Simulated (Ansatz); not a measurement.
## NiSi2: pressure series

The reference is NiSi$_{2}$ (space group Fm-3m, No. 225; a = 5.444 Å; non-magnetic).

Cell and atoms are relaxed at each pressure.

Computed with plane-wave PAW DFT at the PBE level (Ansatz, a program for electronic structure, 420 eV), without spin-orbit coupling, earlier PAW set.

```
P (GPa)  V (Å³/atom)
-------  -----------
-1.99         13.637
-0.99         13.539
0.30          13.418
0.70          13.382
1.50          13.312
3.01          13.185
5.00          13.028
7.50          12.845
10.00         12.674
```

Q: Fit a third-order Birch–Murnaghan equation of state.

A: Least squares on P(V) = (3B₀/2)[(V₀/V)^(7/3) − (V₀/V)^(5/3)]·[1 + (3/4)(B₀′ − 4)((V₀/V)^(2/3) − 1)] gives V₀ = 13.45 Å³/atom, B₀ = 147 GPa and B₀′ = 4.8.

Load acts through the strain it causes; cell and atoms are relaxed under it. Whether these cells are dynamically stable was not tested. No other phases were tried under pressure. Seeded moments were not kept for the base. All final runs are without spin polarisation.
